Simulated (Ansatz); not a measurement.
## What tensor shear ε_xy = +0.46 % does to CoSi2

The reference is CoSi$_{2}$ (space group Fm-3m, No. 225; a = 5.3153 Å; not spin-polarised; relaxed with 0.1 eV smearing). Axes: x, y, z lie along the cube axes.

It is then changed as follows: a pure shear with ε_xy = ε_yx = 0.0046, atoms relaxed at fixed cell.

The values are results of Kohn–Sham DFT with the r2SCAN functional, run in Ansatz (a program for electronic structure) with PAW and 500 eV plane waves, without spin-orbit coupling, earlier PAW set, not measurements. Γ-centred 19×19×19 mesh, Fermi–Dirac width 0.1 eV.

| quantity | base | changed | shift |
|---|---|---|---|
| volume per atom | 12.51 Å³ | 12.51 Å³ | 0.00 Å³ |
| space group | Fm-3m (No. 225) | Immm (No. 71) | – |
| shortest interatomic distance | 230.2 pm | 229.9 pm | -0.3 pm |
| energy relative to the base (free energy F) | 0 meV/atom | +0.3 meV/atom | +0.3 meV/atom |
| pressure (mean of the normal stresses, compression positive) | 0.0 GPa | 0.0 GPa | 0.0 GPa |
| band gap | zero | zero | – |
| stress (xx, yy, zz, yz, xz, xy; compression positive) | – | (0.0, 0.0, 0.0, 0.0, 0.0, -1.0) GPa | – |

Final structure:

```xyz
3
Lattice="0.0122 2.6576 2.6576 2.6576 0.0122 2.6576 2.6699 2.6699 0.0000" Properties=species:S:1:pos:R:3 pbc="T T T"
Co     0.0000     0.0000     0.0000
Si     1.3349     1.3349     1.3216
Si     4.0048     4.0048     3.9937
```

The cells carry an imposed strain or load. Whether these cells are dynamically stable was not tested. Seeded moments were not kept for the base. The final runs are not spin-polarised. An odd electron count without spin: CoSi2.
